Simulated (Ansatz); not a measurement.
Start from Cs2AgBiBr6 (space group Fm-3m, No. 225).

```yaml
crystal:
  lattice:
    - [0.00000, 5.49816, 5.49816]
    - [5.49816, 0.00000, 5.49816]
    - [5.49816, 5.49816, 0.00000]
  atoms:
    - { symbol: Bi, position: [0.00000, 0.00000, 0.00000] }
    - { symbol: Ag, position: [0.50000, 0.50000, 0.50000] }
    - { symbol: Cs, position: [0.25000, 0.25000, 0.25000] }
    - { symbol: Cs, position: [0.75000, 0.75000, 0.75000] }
    - { symbol: Br, position: [0.25545, 0.74455, 0.25545] }
    - { symbol: Br, position: [0.25545, 0.74455, 0.74455] }
    - { symbol: Br, position: [0.74455, 0.25545, 0.74455] }
    - { symbol: Br, position: [0.74455, 0.25545, 0.25545] }
    - { symbol: Br, position: [0.25545, 0.25545, 0.74455] }
    - { symbol: Br, position: [0.74455, 0.74455, 0.25545] }
```

Cartesian axes are those of the cell as printed.

Calculations: LDA (Ansatz, an electronic-structure program, PAW, no spin-orbit coupling).

Now apply this change: biaxial strain −1.25 %, plane normal [111], relaxed out of plane (Cartesian); in-plane vectors clamped, the third vector and the atoms free.

Question: Estimate the effect on the energy relative to the base and out-of-plane strain.

Answer: The energy rises by 1.2 meV/atom; the out-of-plane strain is +1.62 %.

Stability against distortions was not tested.
